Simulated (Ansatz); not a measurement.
Partial pair distribution functions of a relaxed model of amorphous Zr20O41K2, broadened by 0.06 Å; density 5.24 g/cm³. All values below come from PBE, scalar-relativistic without spin-orbit coupling (plane waves to 420 eV, PAW; Ansatz, a program for electronic structure).

A CHGNet melt-quench gave the starting glass, which DFT then relaxed. O atoms were pushed apart under 1.9 Å during the dynamics, to hinder bonds among them. The hot cell started wider than the set density and was brought back towards it in steps. It is the lowest in DFT energy of 2 quenches. It is a model cell: composition and starting density were chosen by hand, and all elements were melted together. No dispersion term was used. Its density started from a set value of 5.07 and ended at 5.24 g/cm³. Cooling (nominally 380 K/ps over its main leg) ran many orders faster than in experiment, which tends to leave more defects and strain. Values belong to this one cell and scatter from quench to quench. Volume and shape were free in the relaxation.

```json
[
 {"r (Å)": "1.75", "g Zr-O": "0.00", "g O-K": "0.00", "g Zr-Zr": "0.00", "g O-O": "0.00"},
 {"r (Å)": "1.85", "g Zr-O": "0.17", "g O-K": "0.00", "g Zr-Zr": "0.00", "g O-O": "0.00"},
 {"r (Å)": "1.95", "g Zr-O": "2.41", "g O-K": "0.00", "g Zr-Zr": "0.00", "g O-O": "0.00"},
 {"r (Å)": "2.05", "g Zr-O": "6.04", "g O-K": "0.00", "g Zr-Zr": "0.00", "g O-O": "0.00"},
 {"r (Å)": "2.15", "g Zr-O": "6.22", "g O-K": "0.00", "g Zr-Zr": "0.00", "g O-O": "0.00"},
 {"r (Å)": "2.25", "g Zr-O": "3.64", "g O-K": "0.00", "g Zr-Zr": "0.00", "g O-O": "0.02"},
 {"r (Å)": "2.35", "g Zr-O": "1.78", "g O-K": "0.29", "g Zr-Zr": "0.00", "g O-O": "0.23"},
 {"r (Å)": "2.45", "g Zr-O": "0.95", "g O-K": "1.76", "g Zr-Zr": "0.00", "g O-O": "0.83"},
 {"r (Å)": "2.55", "g Zr-O": "0.33", "g O-K": "2.64", "g Zr-Zr": "0.00", "g O-O": "1.90"},
 {"r (Å)": "2.65", "g Zr-O": "0.20", "g O-K": "2.90", "g Zr-Zr": "0.00", "g O-O": "2.54"},
 {"r (Å)": "2.75", "g Zr-O": "0.25", "g O-K": "2.67", "g Zr-Zr": "0.00", "g O-O": "2.19"},
 {"r (Å)": "2.85", "g Zr-O": "0.08", "g O-K": "2.07", "g Zr-Zr": "0.00", "g O-O": "1.96"},
 {"r (Å)": "2.95", "g Zr-O": "0.13", "g O-K": "1.57", "g Zr-Zr": "0.00", "g O-O": "2.10"},
 {"r (Å)": "3.05", "g Zr-O": "0.31", "g O-K": "0.77", "g Zr-Zr": "0.02", "g O-O": "1.82"},
 {"r (Å)": "3.15", "g Zr-O": "0.31", "g O-K": "0.27", "g Zr-Zr": "0.47", "g O-O": "1.40"},
 {"r (Å)": "3.25", "g Zr-O": "0.24", "g O-K": "0.06", "g Zr-Zr": "2.00", "g O-O": "1.08"},
 {"r (Å)": "3.35", "g Zr-O": "0.29", "g O-K": "0.42", "g Zr-Zr": "3.49", "g O-O": "1.03"},
 {"r (Å)": "3.45", "g Zr-O": "0.40", "g O-K": "0.22", "g Zr-Zr": "3.64", "g O-O": "1.04"},
 {"r (Å)": "3.55", "g Zr-O": "0.63", "g O-K": "0.50", "g Zr-Zr": "2.98", "g O-O": "0.96"},
 {"r (Å)": "3.65", "g Zr-O": "0.75", "g O-K": "1.42", "g Zr-Zr": "2.47", "g O-O": "0.68"},
 {"r (Å)": "3.75", "g Zr-O": "0.85", "g O-K": "0.59", "g Zr-Zr": "2.23", "g O-O": "0.58"},
 {"r (Å)": "3.85", "g Zr-O": "1.06", "g O-K": "0.68", "g Zr-Zr": "1.81", "g O-O": "0.76"},
 {"r (Å)": "3.95", "g Zr-O": "0.98", "g O-K": "1.20", "g Zr-Zr": "1.79", "g O-O": "0.72"},
 {"r (Å)": "4.05", "g Zr-O": "1.08", "g O-K": "1.66", "g Zr-Zr": "1.09", "g O-O": "0.74"},
 {"r (Å)": "4.15", "g Zr-O": "1.15", "g O-K": "1.07", "g Zr-Zr": "0.75", "g O-O": "1.01"},
 {"r (Å)": "4.25", "g Zr-O": "1.36", "g O-K": "1.03", "g Zr-Zr": "0.78", "g O-O": "1.14"},
 {"r (Å)": "4.35", "g Zr-O": "1.47", "g O-K": "0.69", "g Zr-Zr": "0.38", "g O-O": "0.88"},
 {"r (Å)": "4.45", "g Zr-O": "1.55", "g O-K": "0.25", "g Zr-Zr": "0.46", "g O-O": "0.64"},
 {"r (Å)": "4.55", "g Zr-O": "1.44", "g O-K": "0.84", "g Zr-Zr": "0.33", "g O-O": "0.61"}
]
```

Within 2.84 Å each Zr has 6.60 O neighbours on average.
